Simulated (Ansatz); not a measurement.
Start from ZnGeP2 in the chalcopyrite structure (space group I-42d, No. 122).

```
ZnGeP2
1.0
   -2.71210     2.71210     5.35473
    2.71210    -2.71210     5.35473
    2.71210     2.71210    -5.35473
Zn Ge P
2 2 4
Direct
  0.75000   0.25000   0.50000
  0.00000   0.00000   0.00000
  0.25000   0.75000   0.50000
  0.50000   0.50000   0.00000
  0.12667   0.12500   0.50167
  0.62333   0.62500   0.49833
  0.37500   0.87333   0.99833
  0.87500   0.37667   0.00167
```

Cartesian axes are those of the cell as printed.

All numbers come from DFT with PBEsol, PAW potentials and a 420 eV plane-wave cutoff in Ansatz (a program for electronic structure), without spin-orbit coupling.

For the base:

* **Band gap**: 1.07 eV
* **Valence-band top at Γ**: 0.00, -0.07, -0.07 eV
* **Gap character**: indirect, Γ → M–S (33 % along)

Modification: biaxial strain +4.00 %, plane normal [001], relaxed out of plane (Cartesian); in-plane vectors clamped, the third vector and the atoms free.

Question: What does the calculation give for the out-of-plane strain after the change?

Answer: The out-of-plane strain amounts to -3.84 %.

Question: Estimate the effect on the band gap.

Answer: The band gap drops by 0.37 eV to 0.70 eV.

Question: How does this affect the valence-band top at Γ?

Answer: The valence-band top at Γ (three highest levels, from the VBM) changes from 0.00, -0.07, -0.07 eV to 0.00, -0.43, -0.43 eV.

Question: What does the calculation give for the gap character after the change?

Answer: The gap character goes from indirect, Γ → M–S (33 % along) to indirect, Γ → Γ–M (40 % along).

No phonon test of stability was made.
